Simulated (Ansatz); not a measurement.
Take CsPbCl3 in the cubic perovskite structure (space group Pm-3m, No. 221; a = 5.736 Å) as the base.

Computed with PBE (Ansatz, a first-principles code, PAW, no spin-orbit coupling).

Strains are applied to the cell and any free atomic positions relax.

One change was made to it. Results:

```tsv
quantity	base	after
electron mass (degenerate bands, along [100])	0.12, 0.93, 0.93 mₑ (at R)	0.11, 0.86, 0.86 mₑ (at R)
valley order (the lowest conduction-band minima on the path, energy above the VBM, named in the base's zone)	R along ⟨111⟩ 2.21 eV; Γ 3.67 eV	R along ⟨111⟩ 1.99 eV; Γ 3.41 eV
energy relative to the base (free energy F)	0 meV/atom	+8.0 meV/atom
```

Q: Name the change that was made.
A) isotropic strain −0.60 %
B) isotropic strain −1.80 %
C) isotropic strain −2.40 %
D) isotropic strain −3.00 %
E) isotropic strain −1.20 %

A: B, isotropic strain −1.80 %. For comparison, the valley order in the other runs: isotropic strain −3.00 % gives R along ⟨111⟩ 1.83 eV; Γ 3.22 eV; isotropic strain −0.60 % gives R along ⟨111⟩ 2.14 eV; Γ 3.59 eV; isotropic strain −2.40 % gives R along ⟨111⟩ 1.91 eV; Γ 3.32 eV; isotropic strain −1.20 % gives R along ⟨111⟩ 2.07 eV; Γ 3.50 eV.

With Pb present, leaving out spin-orbit coupling can change the band edges. The levels and masses belong to the bands next to the band gap. Effective masses come from finite differences of ±0.01 Å⁻¹. Stability against distortions was not tested. Many cubic perovskites are stable only at high temperature; tilts and polar distortions were not tested. This is not the structure that CsPbCl3 has at room temperature and ambient pressure.
